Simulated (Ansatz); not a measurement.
The parent structure is AlRu in the CsCl type structure (space group Pm-3m, No. 221; a = 2.983 Å; relaxed with 0.1 eV smearing). Axes: x, y, z lie along the cube axes.

Method: r2SCAN (Ansatz, a first-principles code; PAW; 500 eV plane waves; without spin-orbit coupling).

Strains are applied to the cell and any free atomic positions relax.

One change was made to it. Results:

The pressure (mean of the normal stresses, compression positive) goes from zero to -4.1 GPa; the energy increases by 5.5 meV/atom.

Q: Which change produced these results?
A) uniaxial strain ε_zz = +3.00 %
B) uniaxial strain ε_zz = +2.00 %
C) uniaxial strain ε_zz = +1.00 %
D) uniaxial strain ε_zz = +2.50 %
E) uniaxial strain ε_zz = +0.50 %

A: B, uniaxial strain ε_zz = +2.00 %. For comparison, the energy relative to the base in the other runs: uniaxial strain ε_zz = +3.00 % gives +12 meV/atom; uniaxial strain ε_zz = +1.00 % gives +1.4 meV/atom; uniaxial strain ε_zz = +0.50 % gives +0.4 meV/atom; uniaxial strain ε_zz = +2.50 % gives +8.5 meV/atom.

Stability against distortions was not tested. All final runs are without spin polarisation.
